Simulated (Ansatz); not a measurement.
## Pressure series in Ti2AlC

The parent structure is Ti2AlC (space group P6_3/mmc, No. 194; a = 3.037 Å, c = 13.638 Å; a cell from a computed database, its experimental status unchecked).

Cell and atoms are relaxed at each pressure.

All numbers come from Ansatz (a first-principles code), PBEsol, PAW, cutoff 420 eV, no spin-orbit coupling.

Notes on the quantities. enthalpy: H = E + PV relative to the base's energy.

```tsv
variant	volume per atom	enthalpy
base	13.62 Å³	–
pressure −2 GPa	13.82 Å³	-0.17 eV/atom
pressure −1 GPa	13.72 Å³	-0.09 eV/atom
pressure 0.3 GPa	13.59 Å³	+0.03 eV/atom
pressure 0.7 GPa	13.56 Å³	+0.06 eV/atom
pressure 1.5 GPa	13.48 Å³	+0.13 eV/atom
pressure 3 GPa	13.35 Å³	+0.25 eV/atom
pressure 5 GPa	13.19 Å³	+0.42 eV/atom
pressure 7.5 GPa	13.00 Å³	+0.62 eV/atom
pressure 10 GPa	12.82 Å³	+0.82 eV/atom
```

Load acts through the strain it causes; cell and atoms are relaxed under it. Whether these cells are dynamically stable was not tested. Competing high-pressure phases were not computed. All final runs are without spin polarisation.
